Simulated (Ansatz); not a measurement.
## A computed series for GaP: response to strain

The reference is GaP in the zinc blende structure (space group F-43m, No. 216; a = 5.4386 Å). Axes: x, y, z lie along the cube axes.

Strains are applied to the cell and any free atomic positions relax; under biaxial strain the out-of-plane vector relaxes too.

Level of theory: PBEsol (Ansatz, a first-principles code), no spin-orbit coupling.

```tsv
biaxial strain, plane normal [001], relaxed out of plane (%)	out-of-plane strain (%)
-3	2.64
-2.5	?
-2	1.76
-1.5	1.32
-1	0.89
-0.5	0.44
0	0.00
```

Question: Fit ε⊥ = −νε + γε² (strains in %) to the rows shown and predict the withheld row.

Answer: Least squares on the printed values gives ν = 0.88 (the biaxial Poisson response) and γ = -0.002 (largest residual 0.01 %); this predicts 2.20 %, and the run gives 2.20 %, in agreement.

Whether these cells are dynamically stable was not tested.
